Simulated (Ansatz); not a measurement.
SiO2: stress against strain

SiO2 (quartz, P3_221, 13.373 Å³/atom at rest, c along z) under a strain ε along c (axis z), the other axes held. PBE in Ansatz, a plane-wave DFT program (PAW, default set), 420 eV, 8×8×6 Γ-centred mesh, Fermi-Dirac smearing 0.05 eV; ions are relaxed within the symmetry of each cell. Stress is positive for a compressed cell.

Here s stands for strain and y for stress zz.

| strain (%) | stress zz (GPa) |
|---|---|
| -1.50 | 1.36 |
| -0.75 | 0.61 |
| 0.00 | 0.00 |
| 0.75 | -0.69 |
| 1.50 | -1.36 |
| 3.00 | ? |

Task: Using a straight line, estimate the missing y at s = 3.00 from the other rows, showing the fit.

Result: Means: s 0, y -0.016. About the means, the sum of products is -5.0550 and the sum of squares of s is 5.6250; the slope is their ratio. Least squares gives y = -0.016 - 0.8987·s. Residuals (row less fit): 0.028, -0.048, 0.016, 0.000, 0.004; standard error 0.033 (degrees of freedom: 3). The slope gives the elastic constant C33 = 90 ± 1.4 GPa. At the withheld row, y = -0.016 - 0.8987 × 3.00 = -2.712 GPa. The calculation gives -2.58 GPa, 0.132 GPa above the prediction (3.4 % of the range of y in the table). The row lies outside the fitted rows, so this is an extrapolation. From the scatter of the fitted rows alone, a prediction at this place has a standard error of 0.056 GPa, so the miss is 2.4 times that.

One order more doesn't follow all runs of the series either: the slope changes along it. Rows are the converged runs of the series near zero and its far end; series whose fitted rows scatter by over a few per cent of the range, as at a crossing or softening among them, aren't shown in this form. Most that stay on the fit to the last digits aren't either.
